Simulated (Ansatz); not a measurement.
Consider interstitial H in wurtzite CdS, charge state +1. The step: several atoms move together, H the farthest; the atom moves 1.22 Å along (-0.29, -0.29, 0.00) of the unit cell; the moving atom starts with neighbours S at 1.36 Å and ends with S at 1.36 Å. DFT values are from Ansatz (plane-wave PAW, 420 eV unless said) in a cell of 72 host sites, spin-restricted, static, with no finite-size correction. The charge state is imposed; whether it is stable for some Fermi level was not computed. Sites that were not tried may lie lower. The start lies 0.10 eV above the lowest site run (PBE). For the PBE band: the check of the saddle point's order was inconclusive, and it lies on a symmetry element of the cell, where a band can be held.

```
Level                                                                      Forward barrier (eV)  Cost of the band or of the saddle's single point
-------------------------------------------------------------------------  --------------------  ------------------------------------------------
CHGNet universal potential (has no charge state), its own band                             0.46                                                 -
PBE, one k-point at (0.125, 0.250, 0.250), band relaxed                                    0.57                       around 4 core-hours (rough)
PBE, a 2×2×2 k-point mesh shifted by half a step along c, same geometries                  0.61                      very roughly 17 core-minutes
r2SCAN at 500 eV, one k-point at (0.125, 0.250, 0.250), same geometries                       …             about 8 core-minutes (a rough figure)
```

**Question.** Some entries are withheld; supply them.

**Answer.** 
- r2SCAN at 500 eV, one k-point at (0.125, 0.250, 0.250), same geometries, Forward barrier (eV): 0.65

Ansatz is a program for electronic structure.
